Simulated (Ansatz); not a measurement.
Cubic perovskite KMgF3 was calculated with PBEsol (Ansatz, an electronic-structure program, plane waves, PAW).

Settings: plane-wave cutoff 520 eV, 6×6×6 k mesh, scalar-relativistic PAW data made under PBE.

Cell (relaxed at this level):

KMgF$_{3}$ has the cubic space group Pm-3m (No. 221), the cubic perovskite structure, Pearson symbol cP5. Cell: a = b = c = 3.9915 Å, α = β = γ = 90.00°. K on 1a is surrounded by 12 F at 2.822 Å (cuboctahedral). Mg on 1b sees 6 F at 1.996 Å (octahedral). F on 3c has 2 Mg at 1.996 Å and 4 K at 2.822 Å (octahedral). (Neighbours: up to the widest gap in distance over summed covalent radii, below 1.35, at either atom; cation-cation and far metal-metal contacts left out.)

### Question
Give the computed polycrystal shear modulus (Hill average), Voigt–Reuss–Hill bulk modulus, elastic constant C11, elastic constant C12 and elastic constant C44.

### Answer

polycrystal shear modulus (Hill average): 46.7 GPa
Voigt–Reuss–Hill bulk modulus: 72.2 GPa
elastic constant C11: 138 GPa
elastic constant C12: 39.4 GPa
elastic constant C44: 45.1 GPa

Measured, for comparison: elastic constant C11 138 ± 0.2 GPa (temperature not stated, no zero-point or thermal correction, our sources range from 132 to 138; as tabulated in Vaitheeswaran et al. (2007), arXiv:cond-mat/0703621); elastic constant C12 43.6 ± 0.2 GPa (temperature not stated, no zero-point or thermal correction, our sources range from 39.6 to 43.6; as tabulated in Vaitheeswaran et al. (2007), arXiv:cond-mat/0703621); elastic constant C44 49.8 ± 0.08 GPa (temperature not stated, no zero-point or thermal correction, our sources range from 48.5 to 49.8; as tabulated in Vaitheeswaran et al. (2007), arXiv:cond-mat/0703621). Computed (rounded) less measured: elastic constant C11 0.0 % (inside the range of the sources held), elastic constant C12 -10 % (-0.5 % to -10 % over the range), elastic constant C44 -9 % (-7 % to -9 % over the range).

Elastic constants are with the ions relaxed.

Static lattice: no zero-point or thermal effects.

The result took around 60 core-seconds (rough).
